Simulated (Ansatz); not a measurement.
Take ZrB2 (space group P6/mmm, No. 191; a = 3.1552 Å, c = 3.5062 Å; relaxed with 0.1 eV smearing) as the base. Axes: x lies along a and z along c of the hexagonal cell.

The values are results of PBEsol in Ansatz (plane waves to 420 eV, PAW, no SOC), not measurements.

For the base:

- Shortest interatomic distance = 1.822 Å
- Band gap = zero

It is then changed as follows: the cell is compressed by 2.50 % along x with no lateral relaxation; the atoms relax in the strained cell.

Q: Predict the new stress.

A: The stress (xx, yy, zz, yz, xz, xy; compression positive) comes out as (15.8, 1.5, 3.5, 0.0, 0.0, 0.0) GPa.

Q: Estimate the effect on the energy relative to the base.

A: The energy rises by 12 meV/atom.

Q: What does the calculation give for the shortest interatomic distance after the change?

A: The shortest interatomic distance decreases by 0.035 Å, from 1.822 Å to 1.787 Å.

Q: What does the calculation give for the band gap after the change?

A: The band gap remains zero.

Whether these cells are dynamically stable was not tested. All final runs are without spin polarisation.

Ansatz is a quantum-chemistry and plane-wave program.
